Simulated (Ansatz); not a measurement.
# CsCl-type YRh

Computed with r²SCAN+rVV10 (plane waves, PAW; Ansatz, an electronic-structure program).

Settings: plane-wave cutoff 560 eV, 16×16×16 k mesh, Fermi–Dirac smearing 0.05 eV, no spin polarisation, scalar-relativistic PAW data made under PBE.

Cell (relaxed at this level):

```
CELL_PARAMETERS angstrom
      3.40226     0.00000     0.00000
      0.00000     3.40226     0.00000
      0.00000     0.00000     3.40226
ATOMIC_POSITIONS crystal
  Y  0.50000 0.50000 0.50000
  Rh 0.00000 0.00000 0.00000
```

```json
{
 "band_gap": "none"
}
```

Spin–orbit coupling is not included.

The computed numbers hold no vibrational or temperature effects.

Cost on a shared machine: very roughly 80 core-seconds.
